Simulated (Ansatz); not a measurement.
The parent structure is TiAl (space group P4/mmm, No. 123).

```
CELL_PARAMETERS angstrom
      2.81292     0.00000     0.00000
      0.00000     2.81292     0.00000
      0.00000     0.00000     4.05841
ATOMIC_POSITIONS crystal
  Al 0.50000 0.50000 0.50000
  Ti 0.00000 0.00000 0.00000
```

Cartesian axes are those of the cell as printed.

The values are results of Ansatz (a first-principles code) r2SCAN, no spin-orbit coupling, not measurements.

Strains are applied to the cell and any free atomic positions relax.

One change was made to it. Results:

The pressure (mean of the normal stresses, compression positive) goes from zero to 1.3 GPa; the energy grows by 0.7 meV/atom.

Problem. Which change produced these results?
A. isotropic strain −1.89 %
B. tensor shear ε_yz = +2.52 %
C. isotropic strain −0.36 %

Solution. C, isotropic strain −0.36 %. For comparison, the energy relative to the base in the other runs: tensor shear ε_yz = +2.52 % gives +16 meV/atom; isotropic strain −1.89 % gives +21 meV/atom.

Without a gap, meshes like the base's 16×16×12 leave anisotropic stresses uncertain by several tenths of a GPa, and small strain energies with them. Stability against distortions was not tested. The final runs are not spin-polarised.
